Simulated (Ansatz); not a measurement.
## Pressure series in hypothetical Pm-3n SiC

The reference is SiC (space group Pm-3n, No. 223; a = 5.3313 Å; a hypothetical phase, not in the database extracts checked).

Cell and atoms are relaxed at each pressure.

Computed with PBEsol (Ansatz, a first-principles code; PAW; 420 eV plane waves; no spin-orbit coupling).

```tsv
variant	band gap	shortest interatomic distance
base	1.75 eV	1.885 Å
pressure −2 GPa	1.75 eV	1.892 Å
pressure −1 GPa	1.75 eV	1.889 Å
pressure 0.3 GPa	1.75 eV	1.884 Å
pressure 0.7 GPa	1.75 eV	1.882 Å
pressure 1.5 GPa	1.76 eV	1.880 Å
pressure 3 GPa	1.76 eV	1.874 Å
pressure 5 GPa	1.76 eV	?
pressure 7.5 GPa	1.76 eV	1.860 Å
pressure 10 GPa	1.76 eV	1.852 Å
```

Problem. Fill in the withheld entries from the trend.

Solution. 
- pressure 5 GPa, shortest interatomic distance: 1.868 Å

Load acts through the strain it causes; cell and atoms are relaxed under it. Whether these cells are dynamically stable was not tested. No other phases were tried under pressure.
